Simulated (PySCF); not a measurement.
PySCF 2.14.0, R2SCAN/def2-tzvp, df: [NH]C=O, charge -1, multiplicity 1, 5 atoms. The geometry is a generated start, not checked to be a minimum at this level.

```yaml
task: energy
method: r2scan
basis: def2-tzvp
two_electron_scheme: density fitting
mol.max_memory: 3000 MB
mf.max_cycle: 100
mf.init_guess: minao (default)
mf.DIIS: CDIIS (default)
mf.diis_space: 8 (default)
mf.conv_tol: 1e-09 (default)
mf.grids.level: 3 (default)
basis_functions: 105
grid_points: 61720
```

```xyz
5

N      0.7870    -0.5625    -0.0705
C     -0.3757    -0.0034     0.0510
O     -0.7335     1.1923     0.0236
H      1.5038     0.1621    -0.2132
H     -1.1816    -0.7884     0.2091
```

Charge -1 and multiplicity 1 are set for this test and not shown to be the ground state.

One run each on 2 threads, 1 BLAS thread. Values of level_shift (Hartree) tried: 0 (default), 0.1, 0.3, 1.

Question: Predict the course of the Fock builds along this series.

Answer: Fewest Fock builds, within one of each other: 0 (default) with 12, 0.1 with 13. The count rises to 34 at 1. All converge to one solution.

| level_shift (Hartree) | Fock builds | end |
|---|---|---|
| 0 (default) | 12 | same solution |
| 0.1 | 13 | same solution |
| 0.3 | 15 | same solution |
| 1 | 34 | same solution |
